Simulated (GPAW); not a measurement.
```
Ge3Pt
1.0
    6.78828     0.00000     0.00000
   -3.39414     5.87882     0.00000
    0.00000     0.00000     3.88283
Ge Pt
6 2
Direct
  0.36552   0.18276   0.75000
  0.63448   0.81724   0.25000
  0.18276   0.36552   0.25000
  0.81724   0.63448   0.75000
  0.81724   0.18276   0.75000
  0.18276   0.81724   0.25000
  0.66667   0.33333   0.25000
  0.33333   0.66667   0.75000
```

Computed with PBEsol, GPAW PAW datasets PBEsol (made by gpaw-setup) (plane waves; GPAW).

The set-up and first iterations of a GPAW log for Ge3Pt (P6_3/mmc, 8 atoms in the cell):

```
Input parameters:
  convergence: {bands: all,
                density: 1e-05,
                energy: 1e-05}
  kpts: {gamma: True,
         size: (6, 6, 9)}
  maxiter: 150
  mode: {ecut: 550,
         name: pw}
  nbands: -16
  occupations: {name: methfessel-paxton,
                order: 1,
                width: 0.1}
  symmetry: {symmorphic: False,
             tolerance: 0.0005}
  xc: PBEsol

species:
  Ge:
    name: Germanium
    Z: 32.0
    valence: 4
    core: 28
    charge: 0.0
    file: Ge.PBEsol.gz

    # Using partial waves for Ge as LCAO basis

  Pt:
    name: Platinum
    Z: 78.0
    valence: 16
    core: 62
    charge: 0.0
    file: Pt.PBEsol.gz

    # Using partial waves for Pt as LCAO basis

Reference energy: -1342805.741631  # eV

Spin-paired calculation

Convergence criteria:
 Maximum [total energy] change in last 3 cyles: 1e-05 eV / valence electron
   [... lines left out ...]
  External potential:
    NoExternalPotential

XC parameters: PBEsol with 2 nearest neighbor stencil

Number of atoms: 8
Number of atomic orbitals: 48
Number of bands in calculation: 44
Number of valence electrons: 56
Bands to converge: all

Density initialized from atomic densities
  44 bands from LCAO basis set

Atomic positions and initial magnetic moments

Positions:
   0 Ge     1.860939    1.074414    2.912122    ( 0.0000,  0.0000,  0.0000)
   1 Ge     1.533201    4.804409    0.970707    ( 0.0000,  0.0000,  0.0000)
   2 Ge     0.000000    2.148827    0.970707    ( 0.0000,  0.0000,  0.0000)
   3 Ge     3.394140    3.729996    2.912122    ( 0.0000,  0.0000,  0.0000)
   4 Ge     4.927341    1.074414    2.912122    ( 0.0000,  0.0000,  0.0000)
   5 Ge    -1.533201    4.804409    0.970707    ( 0.0000,  0.0000,  0.0000)
   6 Pt     3.394143    1.959606    0.970707    ( 0.0000,  0.0000,  0.0000)
   7 Pt    -0.000003    3.919217    2.912122    ( 0.0000,  0.0000,  0.0000)

Unit cell:
           periodic     x           y           z      points  spacing
  1. axis:    yes    6.788280    0.000000    0.000000    40     0.1470
  2. axis:    yes   -3.394140    5.878823    0.000000    40     0.1470
  3. axis:    yes    0.000000    0.000000    3.882830    24     0.1618

  Lengths:   6.788280   6.788280   3.882830
  Angles:   90.000000  90.000000 120.000000

Effective grid spacing dv^(1/3) = 0.1592
     iter     time        total  log10-change:
                         energy   eigst   dens
iter:   1 --:--:--   -44.709723   +0.88
iter:   2 --:--:--   -44.438944   -0.03  -1.28
iter:   3 --:--:--   -43.959636   -0.48  -1.31
iter:   4 --:--:--   -43.774381   -1.17  -1.41
iter:   5 --:--:--   -43.730224   -1.38  -1.58
```

Task: Will this run converge, and how will it end?

Result: The run ended unconverged after 150 iterations. It gives no final result for the task that was set. The log goes on:

```
   [... 3 lines left out ...]
iter:   9 --:--:--   -43.660924   -2.28  -2.64
iter:  10 --:--:--   -43.663145   -2.35  -2.63
iter:  11 --:--:--   -43.660557   -2.83  -2.79
   [... lines left out ...]
iter: 149 --:--:--   -43.660551c  -4.38  -14.60c
iter: 150 --:--:--   -43.660551c  -4.37  -14.57c

Did not converge!

Here are some tips:

1) Make sure the geometry and spin-state is physically sound.
2) Use less aggressive density mixing.
3) Solve the eigenvalue problem more accurately at each scf-step.
4) Use a smoother distribution function for the occupation numbers.
5) Try adding more empty states.
6) Use enough k-points.
7) Don't let your structure optimization algorithm take too large steps.
8) Solve the Poisson equation more accurately.
9) Better initial guess for the wave functions.

See details here:

    https://gpaw.readthedocs.io/documentation/convergence.html
Traceback (most recent call last):
   [... frames left out ...]
gpaw.KohnShamConvergenceError: Did not converge!  See text output for help.
```

The starting cell comes from a database of computed structures (which also holds hypothetical and non-ambient phases and stackings), without a prior relaxation at this level. Spin-orbit coupling is off.

The run was DFT PBEsol, plane waves, GPAW PAW datasets PBEsol (made by gpaw-setup). Main settings of its input:

- mode: pw
- ecut: 550 eV
- xc: PBEsol
- kpts: 6 6 9
- mesh shift (steps): 0 0 0
- occupations.name: methfessel-paxton
- occupations.width: 0.1 eV
- occupations.order: 1
- nbands: -16
- convergence.density: 1e-05 e/electron
- convergence.energy: 1e-05 eV/electron
- convergence.bands: all
